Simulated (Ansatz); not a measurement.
Bi on the Se site (Bi_Se) in zinc-blende ZnSe: one set of geometries, relaxed with PBE, evaluated in Ansatz (PAW, plane waves to 420 eV, 500 eV under r2SCAN) with PBE, r2SCAN.

Set-up: 64-site cell; 2×2×2 shifted k-points; start: the Se site; charged states image-corrected; no spin–orbit coupling; not converged in cell size.

```tsv
quantity	PBE	r2SCAN
host gap (eV)	1.15	(withheld)
ε(0/−1) above the VBM (eV)	0.71	(withheld)
neutral formation energy against rhombohedral Bi, trigonal Se (eV)	3.07	(withheld)
largest moment on one atom at charge 0 (μB)	0.14	(withheld)
```

**Question.** Given the lower rungs, what does r2SCAN give?

**Answer.** 
- host gap (eV), r2SCAN: 1.71
- ε(0/−1) above the VBM (eV), r2SCAN: 0.84
- neutral formation energy against rhombohedral Bi, trigonal Se (eV), r2SCAN: 3.19
- largest moment on one atom at charge 0 (μB), r2SCAN: 0.15

Ansatz is a quantum-chemistry and plane-wave program.
